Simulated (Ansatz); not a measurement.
The parent structure is Rh3Si2 (space group P-3m1, No. 164; a = 3.958 Å, c = 5.036 Å; a cell from a computed database, its experimental status unchecked). Axes: x lies along a and z along c of the hexagonal cell.

Calculations: Kohn–Sham DFT with the PBEsol functional, run in Ansatz (a quantum-chemistry and plane-wave program) with PAW and 420 eV plane waves, spin-orbit coupling left out, earlier PAW set.

Before the change:

The pressure comes out as 0.0 GPa and the shortest interatomic distance is 4.488 bohr.

Perturbation: the symmetric strain tensor [-0.0017 0.0046 0.0014; 0.0046 0.0034 -0.0183; 0.0014 -0.0183 -0.0061], atoms relaxed at fixed cell.

Question: Predict the new pressure.

Answer: The pressure (mean of the normal stresses, compression positive) goes from zero to 1.2 GPa.

Question: How does this affect the energy relative to the base?

Answer: The energy rises by 8.0 meV/atom.

Question: Estimate the effect on the largest internal atomic displacement.

Answer: The largest internal atomic displacement is 0.014 Å.

Question: What does the calculation give for the shortest interatomic distance after the change?

Answer: The shortest interatomic distance decreases by 0.019 bohr to 4.469 bohr.

Without a gap, meshes like the base's 14×14×9 leave anisotropic stresses uncertain by several tenths of a GPa, and small strain energies with them. No phonon test of stability was made. The final runs are not spin-polarised. An odd electron count without spin: Rh3Si2.
